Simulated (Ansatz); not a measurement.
Input and output of a self-consistent single point for BiPbO2F (Cm, 5 atoms in the cell) (Ansatz, a first-principles code).

Method of the run: LDA (PW92), PAW files made with PBE (plane waves; Ansatz).

```yaml
crystal:
  lattice:
    - [3.46227, -2.00427, 0.00000]
    - [3.46227, 2.00427, 0.00000]
    - [-0.11113, 0.00000, 6.51067]
  atoms:
    - { symbol: Bi, position: [0.70179, 0.70179, 0.29196] }
    - { symbol: Pb, position: [0.37806, 0.37806, 0.74499] }
    - { symbol: O, position: [0.37059, 0.37059, 0.38147] }
    - { symbol: O, position: [0.70794, 0.70794, 0.63236] }
    - { symbol: F, position: [0.03334, 0.03334, 0.09852] }
```

Reference input (self-consistent single point, DFT, PBEsol, plane waves, PAW files made with PBE): basis.ecutwfc = 420 eV; kpoints.mp_grid.grid = 6 6 3; hamiltonian.xc = pbesol; hamiltonian.pseudopotentials = {kind: paw} (the program's default PAW files); scf.occupations.method = fermi_dirac; scf.occupations.width = 0.05 eV. This run's input differs from it in these lines:

Ansatz 0.2 input:
```diff
@@ -17,3 +17,3 @@
 hamiltonian:
-  xc: pbesol
+  xc: lda
   pseudopotentials:
```

Output, abridged:

```
SCF iter   1: F=—  HF=-25600.364189 eV  |F-HF|=—  |Δ(HF+E_count)|=         —  Δρ=1.77e-1  dr2=3.32e1  ethr=3.10e-3  ⟨swp⟩=7.1  Hψ=4835  notcnv=0
all-band conjugate gradients solve this SCF's bands
preconditioner: auto → Resta (q_TF=auto, 2.455 Å⁻¹)
SCF iter   2: F=—  HF=-25597.221946 eV  |F-HF|=—  |Δ(HF+E_count)|=    3.14e0  Δρ=7.70e-2  dr2=7.54e0  ethr=3.10e-3  ⟨swp⟩=2.9  Hψ=2168  notcnv=0  defer=8
   [... lines left out ...]
SCF iter   6: F=—  HF=-25595.854827 eV  |F-HF|=—  |Δ(HF+E_count)|=   5.65e-4  Δρ=2.69e-4  dr2=9.24e-5  ethr=4.56e-6  ⟨swp⟩=2.0  Hψ=1598  notcnv=0  defer=32
SCF iter   7: F=—  HF=-25595.854846 eV  |F-HF|=—  |Δ(HF+E_count)|=   1.97e-5  Δρ=6.36e-5  dr2=3.80e-6  ethr=1.92e-7  ⟨swp⟩=2.8  Hψ=1765  notcnv=0  defer=32
SCF iter   8: F=—  HF=-25595.854848 eV  |F-HF|=—  |Δ(HF+E_count)|=   1.20e-6  Δρ=2.03e-5  dr2=4.15e-7  ethr=7.91e-9  ⟨swp⟩=2.6  Hψ=1693  notcnv=0  defer=32
SCF iter   9: F=-25595.854848 eV  HF=-25595.854848 eV  |F-HF|=2.30e-8  |Δ(HF+E_count)|=   2.33e-8  Δρ=5.47e-6  dr2=3.52e-8  ethr=2.08e-10  ⟨swp⟩=11.7  Hψ=5064  notcnv=0
SCF 1 converged in 9 iterations: F = -25595.854848 eV  dr2 = 3.52e-8
Free energy (F): -25595.854848 eV
Internal energy: -25595.854848 eV  (E = F + TS)
E sigma→0 (E₀):  -25595.854848 eV
Fermi energy:    8.374332 eV
--- Forces (eV/Å), atoms counted from 1 ---
  atom   1  Bi     0.01032460    -0.00000000     0.46631317
  atom   2  Pb    -0.03334145     0.00000000    -0.44568257
  atom   3  O      0.00394264     0.00000000     0.09252969
  atom   4  O      0.01247437    -0.00000000    -0.20826971
  atom   5  F      0.00660077    -0.00000000     0.09512235
--- Stress (GPa, compression-positive) ---
       -7.025114       0.000000      -0.026152
        0.000000      -7.218322       0.000000
       -0.026151       0.000000      -6.975232
  P = ⅓ Tr σ = -7.0729 GPa (-70.729 kbar)
  The stress holds the Pulay correction. Without it, at fixed plane waves, as pw.x and ABINIT print it: P = -7.4220 GPa
```

The run converged in 9 iterations. Against the reference run the pressure goes from -4.02 to -7.07 GPa, the largest force goes from 0.344 to 0.466 eV/Å and the gap on the mesh goes from 2.339 to 2.315 eV.

The starting cell comes from a database of computed structures (which also holds hypothetical and non-ambient phases and stackings), without a prior relaxation at this level. Spin-orbit coupling is off. With a pressure of about -7 GPa the cell is away from its equilibrium volume at this level. Ansatz's pressure includes its estimate of the finite-basis (Pulay) stress.
